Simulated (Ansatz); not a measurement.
System: Na3SF (model structure, started from the Li3OCl type, Pm-3m, No. 221, 5 atoms in the cell). Method: G0W0@PBEsol (Ansatz, an electronic-structure program, hard PAW, contour deformation).

The cell is the one relaxed with PBEsol. Conventional cell: a = 5.1352 Å, b = 5.1352 Å, c = 5.1352 Å, α = 90.00°, β = 90.00°, γ = 90.00°.

One run with a 6×6×6 mesh, response cutoff 70 eV and 331 empty bands, not extrapolated in mesh or basis; no spin–orbit coupling.

Highest filled and lowest empty level by k point (fractions of the reciprocal vectors of the cell (5.135 0.000 -0.000) (0.000 5.135 -0.000) (0.000 -0.000 5.135) Å; eV from the valence maximum of each method):

```csv
k,PBEsol filled,PBEsol empty,QP filled,QP empty
0 0 0,0.00,2.65,0.00,4.74
0 0 -0.5,-0.22,4.43,-0.21,6.72
0 0.167 -0.5,-0.15,4.68,(withheld),(withheld)
0 -0.5 -0.5,-0.08,4.63,-0.11,6.78
0.167 0.167 0.333,-0.08,4.14,-0.10,6.34
0.167 0.167 -0.5,-0.09,4.92,-0.11,7.13
0.167 0.333 0.333,-0.11,4.58,(withheld),(withheld)
0.167 -0.5 -0.5,-0.13,4.80,-0.17,6.97
```

Question: Estimate the withheld levels to about 0.1 eV.

Answer: 
- 0 0.167 -0.5, QP filled: -0.17
- 0 0.167 -0.5, QP empty: 6.97
- 0.167 0.333 0.333, QP filled: -0.14
- 0.167 0.333 0.333, QP empty: 6.79

Note: the relaxation could raise the start's symmetry but not lower it, so the cell can be a saddle point.

A model structure was made by putting elements into a prototype or built by hand; it is no filed structure, need not be a known phase, and can be a saddle point held by its symmetry.
